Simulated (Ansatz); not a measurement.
## AlV2C: pressure series

The parent structure is AlV2C (space group P6_3/mmc, No. 194).

Space group P6₃/mmc (No. 194); a = b = 2.905 Å, c = 13.134 Å, α = β = 90.00°, γ = 120.00°

```json
[
 {"atom": "Al", "site": "2d", "symmetry": "-6m2", "x": "0.6667", "y": "0.3333", "z": "0.2500"},
 {"atom": "V", "site": "4f", "symmetry": "3m.", "x": "0.3333", "y": "0.6667", "z": "0.0852"},
 {"atom": "C", "site": "2a", "symmetry": "-3m.", "x": "0.0000", "y": "0.0000", "z": "0.0000"}
]
```

Cell and atoms are relaxed at each pressure.

All numbers come from PBE (Ansatz, a first-principles code, PAW, no SOC), earlier PAW set.

```tsv
P (GPa)	V (Å³/atom)
-1.99	12.146
-0.99	12.073
0.29	11.982
0.69	11.954
1.49	11.901
2.98	11.804
5.00	11.679
7.50	11.534
10.00	11.398
```

A third-order Birch–Murnaghan fit to these points gives V₀ = 12.00 Å³/atom, B₀ = 172 GPa and B₀′ = 4.6. At pressure 10 GPa the volume is 95.0 % of V₀.

Load acts through the strain it causes; cell and atoms are relaxed under it. No phonon test of stability was made. No other phases were tried under pressure. Starting moments died away, wholly or in part, for the base; another magnetic solution may exist. All final runs are without spin polarisation.
